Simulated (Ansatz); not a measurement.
Functionals compared on Cl on the 1x1 (0001) surface of hcp Ti, one in a 2x2 cell, started at the site 'bridge Ti-Ti (span 2.9 Å)', in Ansatz (plane waves, PAW). The structure was relaxed with PBE; the other rows are single points on it, each with its references at the same level. Cutoff 420 eV (500 eV for r2SCAN).

Model: 17-atom slab, 6.8 Å thick at the start under the adsorbate (thin: gaps and levels are the slab's own), 6x6x1 mesh, Fermi-Dirac 0.1 eV, dipole correction, 8 atoms held, the rest relaxed; symmetry of the start imposed; no spin, no spin-orbit, no U, no dispersion correction. At the end it is bonded to 3 Ti. In PBE it is, or lies within 0.03 eV of, the lowest of the starts that converged. These notes are the PBE run's. Adsorption energies are against ½ Cl2(g). A negative adsorption energy means that the adsorbate is more stable on the surface than in its reference.

```tsv
functional	adsorption energy (eV)	work function of the top face (eV)	change of the work function (eV)	rough cost of the single point
PBE	-3.57	4.16	-0.23	–
RPBE	(withheld)	(withheld)	(withheld)	very roughly 3 core-minutes
r2SCAN	-4.04	4.18	-0.34	roughly 10 core-minutes
```

Task: Some entries are withheld; supply them.

Result: 
- RPBE, adsorption energy (eV): -3.35
- RPBE, work function of the top face (eV): 4.04
- RPBE, change of the work function (eV): -0.25

Ansatz is a quantum-chemistry and plane-wave program.
